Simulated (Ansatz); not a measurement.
AlN: response to strain

Start from AlN in the wurtzite structure (space group P6_3mc, No. 186; a = 3.0888 Å, c = 4.9433 Å).

Strains are applied to the cell and any free atomic positions relax.

Calculations: LDA (Ansatz, a first-principles code), without spin-orbit coupling.

Notes on the quantities. energy relative to the base: free energy F.

| isotropic strain (%) | energy relative to the base (meV/atom) |
|---|---|
| -3 | 59.4 |
| -2.4 | 37.3 |
| -1.8 | ? |
| -1.2 | 9.0 |
| 0 | 0.0 |

Fit ΔE = Aε² + Bε³ (ε in %) to the rows shown and predict the withheld row.

Least squares on the printed values gives A = 5.99 and B = -0.20 meV/atom (largest residual 0.0 meV/atom); this predicts 20.6 meV/atom, and the run gives 20.6 meV/atom, in agreement.

Stability against distortions was not tested.
